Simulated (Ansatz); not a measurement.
Take AlAs in the zinc blende structure (space group F-43m, No. 216; a = 5.675 Å) as the base. Axes: x, y, z lie along the cube axes.

All numbers come from PBEsol (Ansatz, a first-principles code; PAW; 420 eV plane waves; without spin-orbit coupling).

Strains are applied to the cell and any free atomic positions relax; under biaxial strain the out-of-plane vector relaxes too.

One change was made to it. Results:

```json
[
 {"quantity": "volume per atom", "base": "22.84 Å³", "after": "23.80 Å³"},
 {"quantity": "band gap", "base": "1.34 eV", "after": "0.87 eV"},
 {"quantity": "smallest direct gap", "base": "1.91 eV", "after": "1.24 eV"}
]
```

Problem. What was done to the base?
A) isotropic strain −2.97 %
B) biaxial strain +4.88 %, plane normal [001], relaxed out of plane
C) uniaxial strain ε_yy = +0.55 %
D) biaxial strain +1.75 %, plane normal [110], relaxed out of plane

Solution. B, biaxial strain +4.88 %, plane normal [001], relaxed out of plane. For comparison, the band gap in the other runs: uniaxial strain ε_yy = +0.55 % gives 1.34 eV; isotropic strain −2.97 % gives 1.18 eV; biaxial strain +1.75 %, plane normal [110], relaxed out of plane gives 1.22 eV.

A biaxial case was relaxed in a doubled cell and then solved in the primitive one. Stability against distortions was not tested.
